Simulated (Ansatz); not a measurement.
Li on the 1x1 (111) surface of fcc Pd, one in a 2x2 cell, energies for each (26.9 Å²). Energies are against an atom of bcc Li, without zero-point or thermal terms; each row is named by its start.

Computed with PBE (plane waves to 420 eV, PAW; Ansatz, a program for electronic structure).

Model: 17-atom slab, 6.8 Å thick at the start under the adsorbate (thin: gaps and levels are the slab's own), 6x6x1 mesh, Fermi-Dirac 0.1 eV, dipole correction, 8 atoms held, the rest relaxed; each run with such symmetry as its start has; no spin, no spin-orbit, no U, no dispersion correction.

A negative adsorption energy means that the adsorbate is more stable on the surface than in its reference. Starts that drift may end in the same place. Heights count from the host atoms within 0.3 Å of the top one.

| starting site | E_ads (eV) | height (Å) | nearest host atom (Å) | bonded to | Δ work function (eV) | lateral drift (Å) |
|---|---|---|---|---|---|---|
| top Pd | -0.90 | 2.06 | Pd 2.25 | Pd | -2.97 | 0.0 |
| hollow Pd-Pd-Pd over Pd at depth 2.3 Å | -1.20 | 1.90 | Pd 2.51 | 3 Pd | -2.61 | 0.0 |
| hollow Pd-Pd-Pd over Pd at depth 4.5 Å | -1.19 | 1.91 | Pd 2.52 | 3 Pd | -2.64 | 0.0 |
| bridge Pd-Pd (span 2.8 Å) | -1.20 | 1.90 | Pd 2.51 | 3 Pd | -2.61 | 0.8 |
